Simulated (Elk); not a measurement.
Band structure of Mg6NbCu (Amm2, 8 atoms in the cell).

```
CELL_PARAMETERS angstrom
      4.83661     0.00000     0.00000
      0.00000     3.02627     5.40426
      0.00000    -3.02627     5.40426
ATOMIC_POSITIONS crystal
  Mg 0.00000 0.82678 0.34426
  Mg 0.00000 0.34426 0.82678
  Mg 0.00000 0.33062 0.33062
  Mg 0.50000 0.67603 0.16119
  Mg 0.50000 0.16119 0.67603
  Mg 0.50000 0.16687 0.16687
  Nb 0.50000 0.67796 0.67796
  Cu 0.00000 0.81630 0.81630
```

Method of the run: LDA (PW92), all-electron FP-LAPW, Elk's shipped species files, LAPW+lo basis run with Elk.

Settings: rgkmax = 8; swidth = 0.00183747 Ha; ngridk = 3 3 3; gmaxvr = 14 1/bohr; nxoapwlo = 1; maxscl = 100.

The starting cell comes from a database of computed structures (which also holds hypothetical and non-ambient phases and stackings), without a prior relaxation at this level. Spin polarisation is off. Values depend on the basis (sphere radii, cutoffs, local orbitals), which need not be converged.

Levels in eV from the Fermi level, bands 42 to 49:
```tsv
point	42	43	44	45	46	47	48	49
Γ	-1.62	-1.41	-1.13	-0.34	-0.34	-0.17	1.03	1.28
X	-0.96	-0.95	-0.73	0.53	0.97	0.97	1.33	1.35
S	-1.02	-0.70	-0.47	0.36	0.53	0.57	1.72	1.86
R	-1.75	-1.72	-1.37	-0.46	0.41	0.45	0.89	1.26
A	-2.65	-0.65	-0.28	-0.13	0.03	0.42	0.73	2.29
Z	-1.24	-1.20	-1.07	-0.58	-0.35	-0.16	0.10	0.19
Y	-1.10	-0.80	-0.21	0.16	0.42	0.52	1.31	2.00
X1	-0.96	-0.95	-0.73	0.53	0.97	0.97	1.33	1.35
A1	-2.65	-0.65	-0.28	-0.13	0.03	0.42	0.73	2.29
T	-1.85	-1.58	-1.07	-0.19	0.41	0.53	1.18	1.23
```

Bands cross the Fermi level along this path, so the cell is metallic at this level.
